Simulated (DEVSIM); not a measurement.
System: Schottky contact on n-type InP, at 300 K.

Layer 1 from the left is InP, thickness (μm) 2.40, Nd (cm⁻³) 1.4e15, τn (s) 1.9e-8, τp (s) 1.9e-8.

Left contact: Schottky, work function 5.12 eV, emission velocity 3.2e6 cm/s. Right contact: ohmic. Voltage is applied to the left contact. Recombination: SRH at mid-gap, radiative, Auger. Mobility is μmin + (μ − μmin)/(1 + (N/Nref)^α).

The device is made up for the run: typed textbook-type constants, with dimensions and the other settings drawn at random. Values at 300 K.

InP: gap (eV) 1.344, affinity (eV) 4.38, permittivity 12.5, Nc (cm⁻³) 5.7e17, Nv (cm⁻³) 1.1e19, μn (cm²/Vs) 5200, μp (cm²/Vs) 170, μn,min 400, μp,min 10, Nref,n 3e17, Nref,p 4.9e17, αn 0.47, αp 0.62, B (cm³/s) 1.2e-10, Cn (cm⁶/s) 9e-31, Cp (cm⁶/s) 9e-31.

Simulated with DEVSIM: 1D drift-diffusion, Boltzmann statistics, complete ionisation; no tunnelling, impact ionisation, image-force lowering or self-heating. Metal contacts follow the ideal Schottky-Mott rule: no Fermi-level pinning, no interface dipoles.

Dark forward current:

```tsv
|V| (V)	|J| (A/cm²)
0.05	6.121e-7
0.10	4.831e-6
0.15	3.392e-5
0.20	0.0002344
0.25	0.001614
0.30	0.01110
0.35	0.07609
0.40	0.5178
0.45	3.424
0.50	19.96
0.55	80.46
0.60	200.7
0.65	362.4
0.70	547.1
0.75	745.2
0.80	951.5
0.85	1163
0.90	1379
0.95	1597
1.00	1817
1.05	2039
```

### Question
Work out the local ideality factor n = ΔV / (kT/q · ln(J2/J1)) between the rows 0.15 and 0.20 V, 1.00 and 1.05 V.

### Answer
kT/q = 25.85 mV. From 0.15 to 0.20 V: ln(0.0002344/3.392e-5) = 1.933, n = 1.00, near the 1 of diffusion or emission over a barrier. From 1.00 to 1.05 V: ln(2039/1817) = 0.115, n = 16.78; the layers' resistance at their doping, Σ W/(qμN) = 0.00022 Ω cm², would take 49 mV of this step of 50 mV.

### Question
Estimate the current at 0.30 V for emission alone, J0 = q v N_band exp(−φB/kT), and read the barrier back from the simulated current.

### Answer
φB = 0.740 eV, N_band = 5.70e17 cm⁻³, J0 = 1.08e-7 A/cm²; J = J0 (exp(qV/kT) − 1) = 0.0118 A/cm². The simulation gives 0.0111 A/cm²; the estimate lies 6.7 % above. Read backwards, the simulated current gives an apparent barrier of 0.742 eV. The estimate leaves out transport through the depletion region and minority injection.
